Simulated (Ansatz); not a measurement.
Base system: HfO2 (space group P4_2/nmc, No. 137; a = 3.568 Å, c = 5.167 Å).

Perturbation: hydrostatic tension (pressure −2 GPa).

Levels (all Ansatz, a first-principles code, PAW, earlier PAW set): PBEsol (420 eV, without spin-orbit coupling); r2SCAN (500 eV, no spin-orbit coupling); HSE06 (420 eV, no spin-orbit coupling); PBEsol+SOC (600 eV, noncollinear with spin-orbit coupling).

One geometry, relaxed with PBEsol, under each level:

| level | band gap | lowest conduction level above the VBM at special points | pressure |
|---|---|---|---|
| PBEsol | 4.58 eV | Γ 4.58 eV; X 5.01 eV; R 5.16 eV; Z 5.28 eV | -2.00 GPa |
| r2SCAN | 5.24 eV | Γ 5.24 eV; X 5.62 eV; R 5.76 eV; Z 5.91 eV | -0.03 GPa |
| HSE06 | 6.35 eV | Γ 6.35 eV; X 6.79 eV; R 6.96 eV | – |
| PBEsol+SOC | 4.58 eV | Γ 4.58 eV; X 5.00 eV; R 5.12 eV; Z 5.28 eV | – |

Single points use the geometry relaxed with PBEsol. Their cutoffs differ, which shifts pressures a little. HSE06 was sampled on its mesh, a few special points and the semilocal edge points, so its gap is an upper bound. Differences between runs with and without spin-orbit coupling are approximate. Spin-orbit coupling, missing from the scalar runs, can matter with Hf. Load acts through the strain it causes; cell and atoms are relaxed under it. Whether these cells are dynamically stable was not tested. This is not the structure that HfO2 has at room temperature and ambient pressure.
